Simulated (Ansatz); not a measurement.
Reference: AgCl (Fm-3m), PBEsol, rigid bands (plane waves, PAW, scalar-relativistic; Ansatz, a first-principles code); geometry: cell and atoms relaxed with PBEsol.

```xyz
2
Lattice="0.0000 2.7237 2.7237 2.7237 0.0000 2.7237 2.7237 2.7237 0.0000" Properties=species:S:1:pos:R:3 pbc="T T T"
Ag     0.0000     0.0000     0.0000
Cl     2.7237     2.7237     2.7237
```

The band gap is 0.73 eV, the electron conductivity mass comes out as 0.26 mₑ and the Seebeck coefficient, n-type 1e19 cm⁻³ comes out as -140 μV/K.

Q: Swap Cl for Br, keeping the structure type. How do these values move?

A: AgBr (Fm-3m): volume per atom 20.2 to 22.8 Å³; band gap falls (0.73 eV to 0.50 eV); electron conductivity mass falls (0.26 mₑ to 0.188 mₑ); Seebeck coefficient, n-type 1e19 cm⁻³ falls in size (-140 μV/K to -109 μV/K).

Q: Swap Ag for Rb, keeping the structure type. How do these values move?

A: RbCl (Fm-3m): volume per atom 20.2 to 35.0 Å³; band gap rises (0.73 eV to 4.90 eV); electron conductivity mass rises (0.26 mₑ to 0.43 mₑ); Seebeck coefficient, n-type 1e19 cm⁻³ rises in size (-140 μV/K to -193 μV/K).

Q: Swap Ag for K, keeping the structure type. How do these values move?

A: KCl (Fm-3m): volume per atom 20.2 to 30.4 Å³; band gap rises (0.73 eV to 5.10 eV); electron conductivity mass rises (0.26 mₑ to 0.45 mₑ); Seebeck coefficient, n-type 1e19 cm⁻³ rises in size (-140 μV/K to -198 μV/K).

Moves up to 5 % count as about the same. Masses are for dilute carriers at 300 K, harmonic means over directions unless an axis is named. Seebeck coefficients are for the stated density at 300 K, with one relaxation time for all states and whether or not that doping can be reached. Spin-orbit coupling is left out.
